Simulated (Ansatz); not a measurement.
Cells marked so need not be the phases stable at ambient conditions, and some may be hypothetical.

 Where the default PAW files enter, the runs use the earlier of Ansatz's two default sets.

The gap is the functional's own. No spin-orbit coupling. Mid-gap values are interpolated on the energy grid.

A. Li2CaTa2O7 (I4/mmm, not sure to be the ambient phase, 12 atoms a cell, 12.1 Å³ an atom, -6 GPa at this level), along the normal of (101)
B. NaCaH$_{6}$Ir (F-43m, not sure to be the ambient phase, 9 atoms a cell, 10.5 Å³ an atom, -2 GPa at this level), along the normal of (110)
C. Si(CN2)2 (Pn-3m, not sure to be the ambient phase, 14 atoms a cell, 21.3 Å³ an atom, -3 GPa at this level), along the normal of (001)
D. VPO5 (P4/n, not sure to be the ambient phase, 14 atoms a cell, 11.5 Å³ an atom, -4 GPa at this level), along the normal of (100)

Q: Order them by mid-gap decay constant of the slowest evanescent state (lowest first) at the level r2SCAN in Ansatz (a program for electronic structure).

A: A (0.28 1/Å), B (0.36 1/Å), D (0.42 1/Å), C (0.46 1/Å)
